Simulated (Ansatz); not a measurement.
System: BN (R3m, No. 160, 2 atoms in the cell; start mp-13150; a measured phase of this formula has another space group). Method: HSE06 (Ansatz, an electronic-structure program, plane waves, PAW).

Numerical settings: plane-wave cutoff 460 eV, 12×12×12 k mesh, Fermi–Dirac smearing 0.01 eV, scalar-relativistic PAW data made under PBE.

Cell (relaxed with PBEsol):

```cif
data_B3N3
_chemical_formula_sum 'B3 N3'
_space_group_name_H-M_alt 'R3m :H'
_space_group_IT_number 160
_space_group_name_Hall 'R 3 -2"'
_cell_length_a 2.50366
_cell_length_b 2.50366
_cell_length_c 10.48928
_cell_angle_alpha 90.000
_cell_angle_beta 90.000
_cell_angle_gamma 120.000
loop_
_atom_site_label
_atom_site_type_symbol
_atom_site_symmetry_multiplicity
_atom_site_Wyckoff_symbol
_atom_site_fract_x
_atom_site_fract_y
_atom_site_fract_z
_atom_site_occupancy
B1 B 3 a 0.00000 0.00000 0.00038 1
N1 N 3 a 0.00000 0.00000 0.66719 1
```
(The calculation used a cell of 2 atoms; values per cell refer to that cell.)

Problem. Predict the band gap, smallest direct gap on the k points sampled and Γ–Γ gap.

Solution. 
band gap: 5.59 eV (indirect)
smallest direct gap on the k points sampled: 6.09 eV
Γ–Γ gap: 7.67 eV

Note: cell and atoms aren't relaxed at this level (pressure -2.1 GPa); the cell has widely spaced layers and the level no dispersion term, so their spacing and the moduli can rest on weak binding.

Static lattice: no zero-point or thermal effects.

Computing time: roughly 2.8 core-minutes.

A start named mp-… is a Materials Project structure, which need not be a measured phase.
